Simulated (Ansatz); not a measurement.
# Effect of biaxial strain +0.50 %, plane normal [001], relaxed out of plane on BP

Start from BP in the zinc blende structure (space group F-43m, No. 216; a = 4.5366 Å). Axes: x, y, z lie along the cube axes.

The change: biaxial strain +0.50 %, plane normal [001], relaxed out of plane (Cartesian); in-plane vectors clamped, the third vector and the atoms free.

Computed with r2SCAN in Ansatz (plane waves to 500 eV, PAW, no spin-orbit coupling). Γ-centred 12×12×12 mesh, Fermi–Dirac width 0.05 eV.

| quantity | base | changed | shift |
|---|---|---|---|
| volume per atom | 11.67 Å³ | 11.76 Å³ | +0.09 Å³ |
| space group | F-43m (No. 216) | I-4m2 (No. 119) | – |
| shortest interatomic distance | 1.964 Å | 1.970 Å | +0.0052 Å |
| energy relative to the base (free energy F) | 0 meV/atom | +0.7 meV/atom | +0.7 meV/atom |
| pressure (mean of the normal stresses, compression positive) | 0.00 GPa | -1.33 GPa | -1.323 GPa |
| band gap | 1.41 eV | 1.31 eV | -0.10 eV |
| gap character | – | indirect, Γ → k = (0, 0, 0.417) in the run's primitive reciprocal basis | – |
| electron mass | 1.3 mₑ along k, 0.22 mₑ across (off the special points) | 1.3 mₑ along k, 0.22 mₑ across (off the special points) | – |
| hole mass | – | 0.32 mₑ out of plane, 0.24 mₑ in plane (at Γ) | – |
| valence-band top at Γ (three highest levels, from the VBM) | 0.00, 0.00, 0.00 eV | 0.00, -0.07, -0.07 eV | – |
| valley order (the lowest conduction-band minima on the path, energy above the VBM, named in the base's zone) | a point along ⟨100⟩, about 1.2 Å⁻¹ from Γ 1.41 eV | a point along [001], about 1.1 Å⁻¹ from Γ 1.32 eV; a point along [100], about 1.1 Å⁻¹ from Γ 1.42 eV | – |
| out-of-plane strain | – | -0.20 % | – |
| mean in-plane stress (compression positive) | – | -2.0 GPa | – |

Effective masses come from finite differences of ±0.01 Å⁻¹. Along k means along the line from Γ to the band edge. No phonon test of stability was made. k-point labels follow each cell's own Brillouin zone.

Ansatz is a first-principles code.
